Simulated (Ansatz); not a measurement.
# polar orthorhombic HfO2 (1 0 0) on alpha cristobalite (0 0 1) (film strained to the substrate, started from cuts of the bulks and a machine-learned relaxation; slabs Si8O14 and Hf12O24, which can lie off the formulas)

A periodic stack without vacuum, polar orthorhombic HfO2 (1 0 0) on alpha cristobalite (0 0 1) (film strained to the substrate, started from cuts of the bulks and a machine-learned relaxation; slabs Si8O14 and Hf12O24, which can lie off the formulas): substrate slab Si8O14, film Hf12O24, surface cells [[0, 1], [-1, 0]] and [[0, 1], [-1, 0]], film strained by -0.4 and +0.3 %, outermost planes Si/Si and Hf/Hf as cut, which need not be the usual terminations and can put a slab off its formula.

The start was prepared with a machine-learned potential, and the result is one local minimum, with the in-plane cell held and forces under 0.04 eV/Å; the film can end far from its bulk form.

Method: PBE (plane waves to 420 eV, PAW; Ansatz, a first-principles code). No spin–orbit coupling; the runs are not spin-polarised; PBE gaps are too small against experiment. Its k-point mesh 5×5×1, Fermi–Dirac width 0.05 eV.

| Quantity | Value |
|---|---|
| interface area | 25.8 Å² |
| period | 30.28 Å |
| heights between the nearest atoms of the two slabs at the two interfaces | 1.27 and 0.13 Å |
| Hf–Si contacts across the interfaces within 1.22 times the sum of covalent radii | 5, mean 3.10 Å |
| O–Si contacts across the interfaces within 1.22 times the sum of covalent radii | 2, mean 1.66 Å |
| Hf–O contacts across the interfaces within 1.22 times the sum of covalent radii | 2, mean 2.33 Å |

```yaml
crystal:
  lattice:
    - [5.08323, 0.00016, 0.00883]
    - [-0.00028, 5.08281, -0.05578]
    - [1.30381, 0.93629, 30.27084]
  atoms:
    - { symbol: Si, position: [0.17287, 0.38452, 0.13984] }
    - { symbol: Si, position: [0.56505, 0.97757, 0.02209] }
    - { symbol: Si, position: [0.68726, 0.48282, 0.08137] }
    - { symbol: Si, position: [0.16128, 0.87999, 0.19863] }
    - { symbol: O, position: [0.12988, 0.58159, 0.18141] }
    - { symbol: O, position: [0.47507, 0.38295, 0.11989] }
    - { symbol: O, position: [0.60480, 0.77603, 0.06548] }
    - { symbol: O, position: [0.97899, 0.47526, 0.10136] }
    - { symbol: O, position: [0.11169, 0.08658, 0.15827] }
    - { symbol: O, position: [0.70401, 0.28110, 0.03880] }
    - { symbol: Si, position: [0.02984, 0.37195, 0.37631] }
    - { symbol: Si, position: [0.64681, 0.95409, 0.25747] }
    - { symbol: Si, position: [0.54715, 0.44687, 0.31682] }
    - { symbol: Si, position: [0.21837, 0.85181, 0.43109] }
    - { symbol: O, position: [0.99003, 0.60205, 0.41443] }
    - { symbol: O, position: [0.24799, 0.46245, 0.33833] }
    - { symbol: O, position: [0.61415, 0.74137, 0.29825] }
    - { symbol: O, position: [0.74220, 0.34957, 0.35521] }
    - { symbol: O, position: [0.95182, 0.93975, 0.23943] }
    - { symbol: O, position: [0.11766, 0.09700, 0.39851] }
    - { symbol: O, position: [0.45685, 0.90138, 0.21699] }
    - { symbol: O, position: [0.57267, 0.24358, 0.27636] }
    - { symbol: Hf, position: [0.66760, 0.22708, 0.55347] }
    - { symbol: Hf, position: [0.14601, 0.20271, 0.62961] }
    - { symbol: Hf, position: [0.18438, 0.68616, 0.54191] }
    - { symbol: Hf, position: [0.69531, 0.67010, 0.47288] }
    - { symbol: O, position: [0.50528, 0.00821, 0.61071] }
    - { symbol: O, position: [0.01974, 0.01250, 0.57014] }
    - { symbol: O, position: [0.04551, 0.89206, 0.47916] }
    - { symbol: O, position: [0.53912, 0.90295, 0.51973] }
    - { symbol: O, position: [0.92368, 0.44679, 0.51292] }
    - { symbol: O, position: [0.44076, 0.42045, 0.50212] }
    - { symbol: O, position: [0.40884, 0.49032, 0.58849] }
    - { symbol: O, position: [0.90564, 0.47581, 0.59777] }
    - { symbol: Hf, position: [0.61809, 0.19600, 0.72885] }
    - { symbol: Hf, position: [0.09864, 0.18341, 0.80484] }
    - { symbol: Hf, position: [0.12074, 0.66264, 0.71766] }
    - { symbol: Hf, position: [0.64210, 0.67366, 0.64146] }
    - { symbol: O, position: [0.45999, 0.98669, 0.78843] }
    - { symbol: O, position: [0.96833, 0.99164, 0.74759] }
    - { symbol: O, position: [0.99100, 0.87218, 0.65955] }
    - { symbol: O, position: [0.48037, 0.86686, 0.69973] }
    - { symbol: O, position: [0.87923, 0.39847, 0.68423] }
    - { symbol: O, position: [0.38176, 0.39839, 0.67523] }
    - { symbol: O, position: [0.35761, 0.45743, 0.76255] }
    - { symbol: O, position: [0.85522, 0.46207, 0.77108] }
    - { symbol: Hf, position: [0.58720, 0.18183, 0.90083] }
    - { symbol: Hf, position: [0.98630, 0.18345, 0.97777] }
    - { symbol: Hf, position: [0.07548, 0.62417, 0.89513] }
    - { symbol: Hf, position: [0.60062, 0.65590, 0.81713] }
    - { symbol: O, position: [0.24819, 0.02699, 0.01794] }
    - { symbol: O, position: [0.92593, 0.95617, 0.92523] }
    - { symbol: O, position: [0.94681, 0.84887, 0.83652] }
    - { symbol: O, position: [0.43987, 0.83291, 0.88078] }
    - { symbol: O, position: [0.84268, 0.36924, 0.85621] }
    - { symbol: O, position: [0.34415, 0.38021, 0.84926] }
    - { symbol: O, position: [0.28724, 0.35418, 0.93571] }
    - { symbol: O, position: [0.79496, 0.45127, 0.94100] }
```
